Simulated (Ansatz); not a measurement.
Consider SrTiO3 in the cubic perovskite structure (space group Pm-3m, No. 221; a = 3.936 Å).

All numbers come from PBE (Ansatz, a first-principles code), spin-orbit coupling left out, earlier PAW set.

For the base:

The pressure is 0.01 GPa and the band gap is 1.85 eV. The smallest direct gap is 2.20 eV.

One thing is altered: every lattice vector is stretched by 0.90 %, atoms relaxed at fixed cell.

Q: How does this affect the pressure?

A: The pressure falls by 4.32 GPa, from 0.01 GPa to -4.31 GPa.

Q: How does this affect the band gap?

A: The band gap falls by 0.053 eV (1.85 eV → 1.79 eV).

Q: Estimate the effect on the smallest direct gap.

A: The smallest direct gap shrinks by 0.04 eV to 2.16 eV.

Q: Predict the new energy relative to the base.

A: The energy rises by 4.6 meV/atom.

The cells carry an imposed strain or load. No phonon test of stability was made. The final runs are not spin-polarised. Many cubic perovskites are stable only at high temperature; tilts and polar distortions were not tested.
